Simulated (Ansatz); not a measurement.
# Response to strain in hypothetical Pm-3n GaAs

The parent structure is GaAs (space group Pm-3n, No. 223; a hypothetical phase, not in the database extracts checked).

```xyz
12
Lattice="6.9822 0.0000 0.0000 0.0000 6.9822 0.0000 0.0000 0.0000 6.9822" Properties=species:S:1:pos:R:3 pbc="T T T"
Ga     1.7456     0.0000     3.4911
Ga     3.4911     1.7456     0.0000
Ga     3.4911     5.2367     0.0000
Ga     5.2367     0.0000     3.4911
Ga     0.0000     3.4911     5.2367
Ga     0.0000     3.4911     1.7456
As     1.7456     3.4911     0.0000
As     0.0000     1.7456     3.4911
As     0.0000     5.2367     3.4911
As     5.2367     3.4911     0.0000
As     3.4911     0.0000     5.2367
As     3.4911     0.0000     1.7456
```

Cartesian axes are those of the cell as printed.

Strains are applied to the cell and any free atomic positions relax; under biaxial strain the out-of-plane vector relaxes too.

Calculations: Ansatz (an electronic-structure program), PBEsol, PAW, cutoff 420 eV, no spin-orbit coupling.

Q: Only one of these has no band gap. Which?
(A) isotropic strain +2.63 %
(B) biaxial strain −1.67 %, plane normal [001], relaxed out of plane
(C) biaxial strain −3.59 %, plane normal [001], relaxed out of plane

A: A, isotropic strain +2.63 %. Computed: biaxial strain −1.67 %, plane normal [001], relaxed out of plane: 0.32 eV; biaxial strain −3.59 %, plane normal [001], relaxed out of plane: 0.30 eV; isotropic strain +2.63 %: zero

Whether these cells are dynamically stable was not tested. All final runs are without spin polarisation. A zero or small gap of GaAs can be the functional's error rather than a property of the material.
